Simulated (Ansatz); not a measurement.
# Habitual settings against a tight run: a (110) slab of Y2MgSi2 (cut from a parent of space group no. 127; 20 atoms in the cell)

Self-consistent single point.

```
CELL_PARAMETERS angstrom
      4.23463     0.00000     0.00000
      0.00000    10.22005     0.00000
      0.00000     0.00000    21.54110
ATOMIC_POSITIONS crystal
  Y  0.50000 0.50053 0.48554
  Y  0.50000 0.00053 0.41817
  Y  0.50000 0.32192 0.33389
  Y  0.50000 0.67914 0.33389
  Y  0.50000 0.00053 0.72146
  Y  0.50000 0.50053 0.65409
  Y  0.50000 0.82192 0.56982
  Y  0.50000 0.17914 0.56982
  Mg 0.00000 0.75053 0.45185
  Mg 0.00000 0.25053 0.45185
  Mg 0.00000 0.25053 0.68778
  Mg 0.00000 0.75053 0.68778
  Si 0.00000 0.50053 0.27854
  Si 0.00000 0.50053 0.38924
  Si 0.00000 0.88322 0.33389
  Si 0.00000 0.11784 0.33389
  Si 0.00000 0.00053 0.51446
  Si 0.00000 0.00053 0.62517
  Si 0.00000 0.38322 0.56982
  Si 0.00000 0.61784 0.56982
```

Method: LDA (PW92), PAW files made with PBE (plane waves; Ansatz, an electronic-structure program).

Base settings: basis.ecutwfc = 30.9 Ry; kpoints.mp_grid.grid = 7 3 1; hamiltonian.xc = lda; hamiltonian.pseudopotentials = {kind: paw} (the program's default PAW files); scf.occupations.method = methfessel_paxton; scf.occupations.width = 0.0147 Ry.

Tight run (finer mesh or higher cutoff; not a proven limit): basis.ecutwfc: 30.9 Ry → 43.4 Ry; kpoints.mp_grid.grid: 7 3 1 → 10 5 1; scf.convergence.dr2_threshold: default (1e-07 eV) → 1e-09 eV. It gave Fermi level (on the code's own zero) 2.23 eV; pressure averaged over the cell with its vacuum -2.96 GPa; largest force (vector length) 0.895 eV/Å.

Quick runs, as changes from the base:
- A: the base itself
- B: kpoints.mp_grid.grid: 7 3 1 → 4 4 1; hamiltonian.xc: lda → pbesol [PBEsol]
- C: basis.ecutwfc: 30.9 Ry → 15.4 Ry; kpoints.mp_grid.grid: 7 3 1 → 4 4 1; scf.occupations.method: methfessel_paxton → fermi_dirac; scf.occupations.width: 0.0147 Ry → 0.0367 Ry
- D: basis.ecutwfc: 30.9 Ry → 18.4 Ry; kpoints.mp_grid.grid: 7 3 1 → 6 6 1; scf.occupations.method: methfessel_paxton → fermi_dirac; scf.occupations.width: 0.0147 Ry → 0.0367 Ry; scf.convergence.dr2_threshold: default (1e-07 eV) → 0.001 eV
- E: basis.ecutwfc: 30.9 Ry → 15.4 Ry; kpoints.mp_grid.grid: 7 3 1 → 2 2 1; hamiltonian.xc: lda → pbesol [PBEsol]
- F: basis.ecutwfc: 30.9 Ry → 24.6 Ry; kpoints.mp_grid.grid: 7 3 1 → 6 6 1

Energies are extrapolated to zero smearing width, which holds to low order in the width alone.

Dashes: energy of B, E, another energy zero; time of C, E, under 30 s.

† marks runs with another functional, U, potentials or spin treatment: their distance from the tight run is not a convergence error alone.

The count of work is k-points × plane waves × bands × iterations; it is no time. Core times come from one kind of shared machine and are given to one figure; runs under 30 s give none.

The starting cell comes from a database of computed structures (which also holds hypothetical and non-ambient phases and stackings), without a prior relaxation at this level. The slab is cut from that crystal, and its faces are unrelaxed. Its lattice was rescaled in the plane by a random factor within 2.5 % of one. Spin polarisation is off, though cut faces can carry moments; the slab shows no gap. The two faces of this cut differ, and no dipole correction was used.

| run | energy less tight (meV/atom) | largest miss in a force vector (eV/Å) | count of work / tight | core time / tight (rough) |
|---|---|---|---|---|
| A | 1.0 | 0.031 | 0.23 | 0.2 |
| B† | – | 0.196 | 0.26 | 0.2 |
| C | 570.7 | 0.280 | 0.092 | – |
| D | 113.8 | 0.224 | 0.17 | 0.2 |
| E† | – | 0.293 | 0.040 | – |
| F | 1.9 | 0.042 | 0.33 | 0.3 |

Among the runs at the tight run's level, the energy misses run from 1.0 to 570.7 meV/atom.

Keys are those of Ansatz 0.2.
